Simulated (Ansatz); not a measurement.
Cell of (CdS)7/(CdSe)9 wurtzite (0001) superlattice on CdS, with its geometry taken from a PBE run:

```yaml
crystal:
  lattice:
    - [4.19629, 0.00000, 0.00000]
    - [-2.09815, 3.63410, 0.00000]
    - [0.00000, 0.00000, 57.27481]
  atoms:
    - { symbol: Cd, position: [0.33333, 0.66667, 0.00161] }
    - { symbol: S, position: [0.33333, 0.66667, 0.04624] }
    - { symbol: Cd, position: [0.66667, 0.33333, 0.06112] }
    - { symbol: S, position: [0.66667, 0.33333, 0.10590] }
    - { symbol: Cd, position: [0.33333, 0.66667, 0.12077] }
    - { symbol: S, position: [0.33333, 0.66667, 0.16554] }
    - { symbol: Cd, position: [0.66667, 0.33333, 0.18041] }
    - { symbol: S, position: [0.66667, 0.33333, 0.22518] }
    - { symbol: Cd, position: [0.33333, 0.66667, 0.24004] }
    - { symbol: S, position: [0.33333, 0.66667, 0.28482] }
    - { symbol: Cd, position: [0.66667, 0.33333, 0.29968] }
    - { symbol: S, position: [0.66667, 0.33333, 0.34445] }
    - { symbol: Cd, position: [0.33333, 0.66667, 0.35932] }
    - { symbol: S, position: [0.33333, 0.66667, 0.40411] }
    - { symbol: Cd, position: [0.66667, 0.33333, 0.41898] }
    - { symbol: Se, position: [0.66667, 0.33333, 0.46572] }
    - { symbol: Cd, position: [0.33333, 0.66667, 0.48383] }
    - { symbol: Se, position: [0.33333, 0.66667, 0.53042] }
    - { symbol: Cd, position: [0.66667, 0.33333, 0.54855] }
    - { symbol: Se, position: [0.66667, 0.33333, 0.59514] }
    - { symbol: Cd, position: [0.33333, 0.66667, 0.61327] }
    - { symbol: Se, position: [0.33333, 0.66667, 0.65986] }
    - { symbol: Cd, position: [0.66667, 0.33333, 0.67799] }
    - { symbol: Se, position: [0.66667, 0.33333, 0.72458] }
    - { symbol: Cd, position: [0.33333, 0.66667, 0.74272] }
    - { symbol: Se, position: [0.33333, 0.66667, 0.78930] }
    - { symbol: Cd, position: [0.66667, 0.33333, 0.80744] }
    - { symbol: Se, position: [0.66667, 0.33333, 0.85402] }
    - { symbol: Cd, position: [0.33333, 0.66667, 0.87216] }
    - { symbol: Se, position: [0.33333, 0.66667, 0.91874] }
    - { symbol: Cd, position: [0.66667, 0.33333, 0.93689] }
    - { symbol: Se, position: [0.66667, 0.33333, 0.98347] }
```

Method: r2SCAN (plane waves to 500 eV, PAW; Ansatz, a program for electronic structure). Spin–orbit coupling is left out. Its k-point mesh 9×9×1, Fermi–Dirac width 0.01 eV.

Question: Give the plane-averaged electrostatic potential energy of an electron along the normal (the smooth PAW potential), about its mean over the cell.

Answer: 
| z (Å) | V (eV) |
|---|---|
| 0.000 | -3.44 |
| 0.530 | -0.92 |
| 0.928 | 2.08 |
| 1.458 | 4.44 |
| 1.856 | 3.24 |
| 2.386 | -2.05 |
| 2.917 | -5.64 |
| 3.315 | -4.68 |
| 3.845 | -1.59 |
| 4.375 | 2.39 |
| 4.773 | 4.37 |
| 5.303 | 3.05 |
| 5.701 | -1.14 |
| 6.231 | -5.13 |
| 6.762 | -4.42 |
| 7.159 | -2.13 |
| 7.690 | 1.62 |
| 8.220 | 4.49 |
| 8.618 | 3.86 |
| 9.148 | -1.35 |
| 9.546 | -4.42 |
| 10.076 | -4.99 |
| 10.606 | -1.89 |
| 11.004 | 0.86 |
| 11.535 | 4.34 |
| 12.065 | 3.73 |
| 12.463 | -0.34 |
| 12.993 | -4.57 |
| 13.391 | -5.41 |
| 13.921 | -2.40 |
| 14.451 | 1.18 |
| 14.849 | 4.04 |
| 15.379 | 4.32 |
| 15.910 | -0.59 |
| 16.307 | -3.77 |
| 16.838 | -5.22 |
| 17.235 | -2.88 |
| 17.766 | 0.44 |
| 18.296 | 4.23 |
| 18.694 | 4.67 |
| 19.224 | 0.53 |
| 19.622 | -2.92 |
| 20.152 | -5.46 |
| 20.683 | -2.64 |
| 21.080 | -0.24 |
| 21.611 | 3.81 |
| 22.141 | 4.67 |
| 22.539 | 1.75 |
| 23.069 | -3.10 |
| 23.467 | -5.40 |
| 23.997 | -3.14 |
| 24.527 | 0.07 |
| 24.925 | 3.25 |
| 25.455 | 5.04 |
| 25.986 | 2.35 |
| 26.384 | 0.42 |
| 26.914 | -2.29 |
| 27.312 | -4.03 |
| 27.842 | -2.14 |
| 28.372 | 1.10 |
| 28.770 | 4.08 |
| 29.300 | 4.82 |
| 29.831 | 1.41 |
| 30.228 | -0.12 |
| 30.759 | -3.25 |
| 31.156 | -3.81 |
| 31.687 | -1.53 |
| 32.217 | 2.17 |
| 32.615 | 4.59 |
| 33.145 | 4.18 |
| 33.675 | 0.75 |
| 34.073 | -0.76 |
| 34.604 | -3.93 |
| 35.001 | -3.28 |
| 35.532 | -0.79 |
| 36.062 | 3.21 |
| 36.460 | 4.83 |
| 36.990 | 3.11 |
| 37.520 | 0.21 |
| 37.918 | -1.63 |
| 38.448 | -4.17 |
| 38.846 | -2.75 |
| 39.376 | 0.07 |
| 39.907 | 4.01 |
| 40.304 | 4.84 |
| 40.835 | 1.98 |
| 41.233 | 0.14 |
| 41.763 | -2.65 |
| 42.293 | -3.90 |
| 42.691 | -2.24 |
| 43.221 | 1.06 |
| 43.752 | 4.48 |
| 44.149 | 4.56 |
| 44.680 | 1.10 |
| 45.077 | -0.40 |
| 45.608 | -3.57 |
| 46.138 | -3.35 |
| 46.536 | -1.62 |
| 47.066 | 2.15 |
| 47.596 | 4.70 |
| 47.994 | 3.85 |
| 48.524 | 0.47 |
| 48.922 | -1.07 |
| 49.453 | -4.19 |
| 49.983 | -2.84 |
| 50.381 | -0.86 |
| 50.911 | 3.17 |
| 51.441 | 4.68 |
| 51.839 | 2.74 |
| 52.369 | -0.06 |
| 52.767 | -1.97 |
| 53.297 | -4.34 |
| 53.828 | -2.32 |
| 54.225 | 0.02 |
| 54.756 | 3.91 |
| 55.286 | 4.37 |
| 55.684 | 1.65 |
| 56.214 | -0.60 |
| 56.612 | -2.98 |
| 57.142 | -4.01 |
